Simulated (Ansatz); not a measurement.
## A computed series for TiZnO3: pressure series

Base system: TiZnO3 (space group R3c, No. 161; a cell from a computed database, its experimental status unchecked).

```xyz
10
Lattice="2.5355 1.4639 4.5722 -2.5355 1.4639 4.5722 0.0000 -2.9277 4.5722" Properties=species:S:1:pos:R:3 pbc="T T T"
Ti     0.0000     0.0000     6.8615
Ti     0.0000     0.0000     0.0033
Zn     0.0000     0.0000    10.6981
Zn     0.0000     0.0000     3.8399
O      1.6323    -0.1907     7.7284
O     -0.9813    -1.3183     7.7284
O     -0.6510     1.5090     7.7284
O      0.6510    -1.4187     5.4423
O      0.9032     1.2731     5.4423
O     -1.5542     0.1456     5.4423
```

Cell and atoms are relaxed at each pressure.

All numbers come from PBEsol (Ansatz, a first-principles code), without spin-orbit coupling.

| variant | gap character | volume per atom | c/a ratio | smallest direct gap |
|---|---|---|---|---|
| base | indirect, Γ → S₀ | 10.18 Å³ | 2.705 | 2.92 eV |
| pressure −2 GPa | indirect, Γ → S₀ | 10.29 Å³ | 2.711 | 2.94 eV |
| pressure −1 GPa | indirect, Γ → S₀ | 10.24 Å³ | 2.708 | 2.93 eV |
| pressure 0.3 GPa | indirect, Γ → S₀ | 10.17 Å³ | 2.704 | 2.93 eV |
| pressure 0.7 GPa | indirect, Γ → S₀ | 10.14 Å³ | 2.703 | 2.92 eV |
| pressure 1.5 GPa | indirect, Γ → S₀ | 10.10 Å³ | 2.700 | 2.92 eV |
| pressure 3 GPa | indirect, Γ → S₀ | 10.03 Å³ | 2.695 | 2.91 eV |
| pressure 5 GPa | indirect, Γ → S₀ | 9.93 Å³ | 2.690 | 2.90 eV |
| pressure 7.5 GPa | indirect, Γ → S₀ | 9.82 Å³ | 2.683 | 2.90 eV |
| pressure 10 GPa | indirect, Γ → F–Γ (86 % along) | 9.72 Å³ | 2.676 | 2.90 eV |

Load acts through the strain it causes; cell and atoms are relaxed under it. No phonon test of stability was made. No other phases were tried under pressure. All final runs are without spin polarisation.
